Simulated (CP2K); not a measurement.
CP2K run on Tl3VSe4 (P1, 8 atoms in the cell): self-consistent single point.

Level of theory: CP2K with LDA (Pade form), GPW, DZVP-MOLOPT-SR-GTH basis, GTH-PADE potentials (GTH_POTENTIALS).

The change in words: atoms moved at random. Reference geometry:
```yaml
crystal:
  lattice:
    - [6.78855, 0.00000, 0.00000]
    - [-2.26285, 6.40030, 0.00000]
    - [-2.26285, -3.20015, 5.54283]
  atoms:
    - { symbol: V, position: [0.00000, 0.00000, 0.00000] }
    - { symbol: Tl, position: [0.50000, 0.50000, 0.00000] }
    - { symbol: Tl, position: [0.00000, 0.50000, 0.50000] }
    - { symbol: Tl, position: [0.50000, 0.00000, 0.50000] }
    - { symbol: Se, position: [0.66378, 0.66378, 0.66378] }
    - { symbol: Se, position: [0.33622, 0.00000, 0.00000] }
    - { symbol: Se, position: [0.00000, 0.00000, 0.33622] }
    - { symbol: Se, position: [0.00000, 0.33622, 0.00000] }
```

Reference input (self-consistent single point, DFT LDA (Pade form), GPW, DZVP-MOLOPT-SR-GTH basis, GTH-PADE potentials (GTH_POTENTIALS)): CUTOFF = 600 Ry; REL_CUTOFF = 50 Ry; SMEAR/METHOD = FERMI_DIRAC; ELECTRONIC_TEMPERATURE = 116.05 K; KPOINTS/SCHEME = MONKHORST-PACK 3 3 3; XC_FUNCTIONAL = PADE; V/BASIS_SET = DZVP-MOLOPT-SR-GTH; V/POTENTIAL = GTH-PADE-q13; Tl/BASIS_SET = DZVP-MOLOPT-SR-GTH; Tl/POTENTIAL = GTH-PADE-q13; Se/BASIS_SET = DZVP-MOLOPT-SR-GTH; Se/POTENTIAL = GTH-PADE-q6. This run's input differs from it in these lines:

```diff
@@ -70,10 +70,10 @@
       SCALED
-      V        0.00000000     0.00000000     0.00000000
-      Tl       0.50000000     0.50000000     0.00000000
-      Tl       0.00000000     0.50000000     0.50000000
-      Tl       0.50000000     0.00000000     0.50000000
-      Se       0.66378000     0.66378000     0.66378000
-      Se       0.33622000     0.00000000     0.00000000
-      Se       0.00000000     0.00000000     0.33622000
-      Se       0.00000000     0.33622000     0.00000000
+      V       -0.00863900    -0.00113000    -0.00554600
+      Tl       0.50108300     0.50116900    -0.00007800
+      Tl      -0.00418300     0.49830600     0.49727300
+      Tl       0.50838500     0.00841500     0.50066900
+      Se       0.66093200     0.65494900     0.66301100
+      Se       0.33151200     0.00178800     0.01007800
+      Se       0.00337100    -0.00023000     0.33788300
+      Se       0.00753900     0.33673300    -0.00328800
     &END COORD
```

Log, with long lists cut:

```
 SCF WAVEFUNCTION OPTIMIZATION

  Step     Update method      Time    Convergence         Total energy    Change
     1 NoMix/Diag. 0.40E+00      -     1.75662523      -259.6987127251 -2.60E+02
     2 Broy./Diag. 0.40E+00      -     0.39277917      -258.4853886325  1.21E+00
     3 Broy./Diag. 0.40E+00      -     0.24580067      -262.2371602478 -3.75E+00
     4 Broy./Diag. 0.40E+00      -     0.07900841      -258.9985878238  3.24E+00
     5 Broy./Diag. 0.40E+00      -     0.02923516      -259.4304793738 -4.32E-01
     6 Broy./Diag. 0.40E+00      -     0.01035003      -259.6928972013 -2.62E-01
   [... 6 lines left out ...]
    13 Broy./Diag. 0.40E+00      -     0.00000882      -259.5948155521  4.54E-04
    14 Broy./Diag. 0.40E+00      -     0.00000306      -259.5948803081 -6.48E-05
    15 Broy./Diag. 0.40E+00      -     0.00000107      -259.5948524258  2.79E-05
    16 Broy./Diag. 0.40E+00      -     0.00000020      -259.5948595047 -7.08E-06
  *** SCF run converged in    16 steps ***

  Overlap energy of the core charge distribution:               0.00000000084391
  Self energy of the core charge distribution:               -466.82112169405457
  Core Hamiltonian energy:                                    126.56433192245879
  Hartree energy:                                             116.78851748924978
  Exchange-correlation energy:                                -36.12658722315540
  Electronic entropic energy:                                  -0.00000000000000
  Fermi energy:                                                 0.11702904622872

  Total energy:                                              -259.59485950465751
  Total energy (extrapolated to T->0):                       -259.59485950465751

                     Mulliken Population Analysis

   [... lines left out ...]

 STRESS| Analytical stress tensor [bar]
 STRESS|                        x                   y                   z
 STRESS|      x       -2.43799108404E+04  -1.36057001253E+03  -4.47589454818E+02
 STRESS|      y       -1.36057001253E+03  -2.60038472319E+04   8.61777648732E+02
 STRESS|      z       -4.47589454818E+02   8.61777648732E+02  -2.81829860053E+04
 STRESS| 1/3 Trace                                            -2.61889146925E+04
```

The run converged in 16 iterations. Against the reference run the free energy goes up by 4.8 meV/atom, the pressure goes from -2.86 to -2.62 GPa, the largest force goes from 0.112 to 0.764 eV/Å and the gap on the mesh goes from 1.834 to 1.799 eV.

The starting cell comes from a database of computed structures (which also holds hypothetical and non-ambient phases and stackings), without a prior relaxation at this level. For this run, on top of that: atoms moved at random. Spin-orbit coupling is off. Values carry the incompleteness of an atom-centred basis.

Cost on one core of a shared machine: roughly 2 min.
